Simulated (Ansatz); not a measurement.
Reference: ZnSe (F-43m), r2SCAN, rigid bands (plane waves, PAW, scalar-relativistic; Ansatz, a program for electronic structure); geometry: cell and atoms relaxed with PBEsol.

Space group F-43m (No. 216); a = b = c = 5.6334 Å, α = β = γ = 90.00°

```tsv
atom	site	symmetry	x	y	z
Zn	4a	-43m	0.0000	0.0000	0.0000
Se	4c	-43m	0.2500	0.2500	0.2500
```
(The calculation used a cell of 2 atoms; values per cell refer to that cell.)

band gap: 1.94 eV
electron conductivity mass: 0.136 mₑ
Seebeck coefficient, n-type 1e19 cm⁻³: -83 μV/K

Swap Se for S, keeping the structure type. How do these values move?

ZnS (F-43m): volume per atom 22.3 to 19.2 Å³; band gap rises (1.94 eV to 2.78 eV); electron conductivity mass rises (0.136 mₑ to 0.21 mₑ); Seebeck coefficient, n-type 1e19 cm⁻³ rises in size (-83 μV/K to -117 μV/K).

Moves up to 5 % count as about the same. Masses are for dilute carriers at 300 K, harmonic means over directions unless an axis is named. Seebeck coefficients are for the stated density at 300 K, with one relaxation time for all states and whether or not that doping can be reached. Spin-orbit coupling is left out.
